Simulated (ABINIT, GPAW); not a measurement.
A GPAW input for a self-consistent single point of CsSiI3 (R3m, 5 atoms in the cell) (DFT PBEsol, plane waves, GPAW PAW datasets PBEsol (made by gpaw-setup)):

```python
from ase import Atoms
from ase.units import GPa
from gpaw import GPAW, PW, FermiDirac

atoms = Atoms(['Cs', 'Si', 'I', 'I', 'I'],
              cell=[[4.242305, 2.449296, 3.691170],
                    [-4.242305, 2.449296, 3.691170],
                    [0.000000, -4.898592, 3.691170]],
              scaled_positions=[[0.001010, 0.001010, 0.001010],
                                [0.462660, 0.462660, 0.462660],
                                [0.501875, 0.501875, 0.029390],
                                [0.029390, 0.501875, 0.501875],
                                [0.501875, 0.029390, 0.501875]],
              pbc=True)

calc = GPAW(mode=PW(600),
            xc='PBEsol',
            kpts={'size': (4, 4, 4), 'gamma': True},
            occupations=FermiDirac(0.05),
            nbands=-4,
            convergence={'forces': 0.001, 'bands': -2},
            symmetry={'symmorphic': False, 'tolerance': 0.0005},
            maxiter=150,
            txt='-')

atoms.calc = calc

energy = atoms.get_potential_energy()
print('Energy (eV):', round(energy, 6))
forces = atoms.get_forces()
print('Forces (eV/Ang):')
print(forces.round(5))
stress = atoms.get_stress()
print('Stress (GPa, Voigt):', (stress / GPa).round(4))
```

Task: Write the same calculation as an input for ABINIT.

Result: This is the input that was run; spellings and numerical settings could be chosen otherwise.

```
# CsSiI3, JTH v2.0 PBE PAW
pp_dirpath "./"
pseudos "Cs.GGA_PBE-JTH.xml, Si.GGA_PBE-JTH.xml, I.GGA_PBE-JTH.xml"
acell 3*1.0 Angstrom
rprim
         4.2423050574    2.4492959669    3.6911700000
        -4.2423050574    2.4492959669    3.6911700000
        -0.0000000000   -4.8985919337    3.6911700000
natom 5
ntypat 3
znucl 55 14 53
typat 1 2 3 3 3
xred
         0.0010100000    0.0010100000    0.0010100000
         0.4626600000    0.4626600000    0.4626600000
         0.5018750000    0.5018750000    0.0293900000
         0.0293900000    0.5018750000    0.5018750000
         0.5018750000    0.0293900000    0.5018750000
ecut 21
pawecutdg 42
pawxcdev 0
ixc -116133
occopt 3
tsmear 0.00183747
nband 23
kptopt 1
ngkpt 4 4 4
nshiftk 1
shiftk 0 0 0
nstep 80
toldfe 1.0e-09
prtwf 0
prtden 0
enunit 1
```

Basis, cutoffs, solver keys and any potentials are the target program's own. This input uses DFT, PBEsol, plane waves, PAW (JTH v2.0 PBE PAW, files made for PBE).

The starting cell comes from a database of computed structures (which also holds hypothetical and non-ambient phases and stackings), without a prior relaxation at this level.
